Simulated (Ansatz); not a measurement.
System: MgCO₃ (R-3c, No. 167). Method: LDA in Ansatz (plane waves, PAW).

Run with plane-wave cutoff 520 eV, 10×10×10 k mesh, Fermi–Dirac smearing 0.01 eV, scalar-relativistic PAW data made under PBE.

Cell (relaxed at this level):

```yaml
crystal:
  lattice:
    - [5.04230, -2.29905, -0.02571]
    - [5.04230, 2.29905, -0.02571]
    - [4.01366, 0.00000, 3.82120]
  atoms:
    - { symbol: Mg, position: [0.00000, 0.00000, 0.00000] }
    - { symbol: Mg, position: [0.50000, 0.50000, 0.50000] }
    - { symbol: C, position: [0.25000, 0.25000, 0.25000] }
    - { symbol: C, position: [0.75000, 0.75000, 0.75000] }
    - { symbol: O, position: [0.52836, 0.97164, 0.25000] }
    - { symbol: O, position: [0.02836, 0.75000, 0.47164] }
    - { symbol: O, position: [0.25000, 0.52836, 0.97164] }
    - { symbol: O, position: [0.47164, 0.02836, 0.75000] }
    - { symbol: O, position: [0.97164, 0.25000, 0.52836] }
    - { symbol: O, position: [0.75000, 0.47164, 0.02836] }
```

### Question
Estimate the pressure derivative B′ of the bulk modulus, band gap, Γ–Γ gap and smallest direct gap on the k points sampled that the calculation returns.

### Answer

* **pressure derivative B′ of the bulk modulus**: 4.7
* **band gap**: 5.02 eV (indirect)
* **Γ–Γ gap**: 5.75 eV
* **smallest direct gap on the k points sampled**: 5.64 eV

Note: the bulk modulus comes from volumes at which shape and atoms were relaxed.

Static lattice: no zero-point or thermal effects.

Computing time: roughly 16 core-minutes.

Ansatz is a first-principles code.
